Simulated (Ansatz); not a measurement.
**Response to strain in HfC**

Take HfC in the rock salt structure (space group Fm-3m, No. 225; relaxed with 0.1 eV smearing) as the base.

```cif
data_C4Hf4
_chemical_formula_sum 'Hf4 C4'
_space_group_name_H-M_alt 'Fm-3m'
_space_group_IT_number 225
_space_group_name_Hall '-F 4 2 3'
_cell_length_a 4.65130
_cell_length_b 4.65130
_cell_length_c 4.65130
_cell_angle_alpha 90.000
_cell_angle_beta 90.000
_cell_angle_gamma 90.000
loop_
_atom_site_label
_atom_site_type_symbol
_atom_site_symmetry_multiplicity
_atom_site_Wyckoff_symbol
_atom_site_fract_x
_atom_site_fract_y
_atom_site_fract_z
_atom_site_occupancy
Hf1 Hf 4 a 0.00000 0.00000 0.00000 1
C1 C 4 b 0.50000 0.50000 0.50000 1
```
(The calculation used a cell of 2 atoms; values per cell refer to that cell.)

Strains are applied to the cell and any free atomic positions relax.

All numbers come from plane-wave PAW DFT at the PBE level (Ansatz, an electronic-structure program, 420 eV), no spin-orbit coupling.

Candidates:
(a) isotropic strain −2.50 %
(b) isotropic strain −0.50 %
(c) isotropic strain +1.00 %
(d) isotropic strain +2.50 %

Notes on the quantities. energy relative to the base: free energy F.

Task: Order them by energy relative to the base, lowest first.

Result: (b) isotropic strain −0.50 % (+2.1 meV/atom), (c) isotropic strain +1.00 % (+8.0 meV/atom), (d) isotropic strain +2.50 % (+48 meV/atom), (a) isotropic strain −2.50 % (+56 meV/atom)

Stability against distortions was not tested. The final runs are not spin-polarised.
